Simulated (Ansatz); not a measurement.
Consider SiO2 in the rutile structure (space group P4_2/mnm, No. 136; a = 4.195 Å, c = 2.678 Å).

All numbers come from DFT with PBEsol, PAW potentials and a 420 eV plane-wave cutoff in Ansatz (an electronic-structure program), scalar-relativistic without spin-orbit coupling, earlier PAW set.

Base values:

```
Item                     Result
-------------------  ----------
Lattice parameter a  7.927 bohr
```

Modification: every Si is replaced by S; the structure is relaxed again.

Tabulated Pauling electronegativity and covalent radius: Si 1.90, 1.11 Å; S 2.58, 1.05 Å.

**Question.** How does this affect the lattice parameter a?

**Answer.** The lattice parameter a rises by 0.904 bohr to 8.831 bohr.

Whether these cells are dynamically stable was not tested. As relaxed here, SO2 is a hypothetical phase, not in the database extracts checked. The final runs are not spin-polarised.
